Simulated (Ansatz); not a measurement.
Results of PBE-D4 (Ansatz, an electronic-structure program, PAW) for fluorite PtAl₂.

Numerical settings: plane-wave cutoff 520 eV, 16×16×16 k mesh, Fermi–Dirac smearing 0.05 eV, scalar-relativistic PAW data made under PBE.

Energies at three volumes about the minimum:

```json
[
 {"V (Å³/atom)": "16.676", "E − E_lowest (meV/atom)": "3.08"},
 {"V (Å³/atom)": "17.017", "E − E_lowest (meV/atom)": "0.00"},
 {"V (Å³/atom)": "17.357", "E − E_lowest (meV/atom)": "2.86"}
]
```

Q: Fit a parabola by hand: where is the minimum, what lattice constant follows, and what is the bulk modulus?

A: Slopes: (0.00 − 3.08)/(17.017 − 16.676) = -9.032 and (2.86 − 0.00)/(17.357 − 17.017) = 8.412 meV/Å³. Curvature E″ = 2 × (8.412 − (-9.032))/(17.357 − 16.676) = 51.231 meV/Å⁶. From the middle of the first interval, the slope vanishes at V0 = 16.8465 − (-9.032)/51.231 = 17.023 Å³/atom. B = V0 E″ = 17.023 × 51.231 meV/Å³ × 0.1602 GPa per meV/Å³ = 140 GPa. With 12 atoms in the cube, a = (12 × 17.023)^(1/3) = 5.889 Å. The full Birch–Murnaghan fit to all volumes gives V0 = 17.017 Å³/atom and B0 = 140 GPa.

Measured, for comparison: lattice constant a 5.91 Å (temperature not stated, copied from a table, unchecked, not corrected to a static lattice; as tabulated in Crystal Structures 1, 239 (1963)).
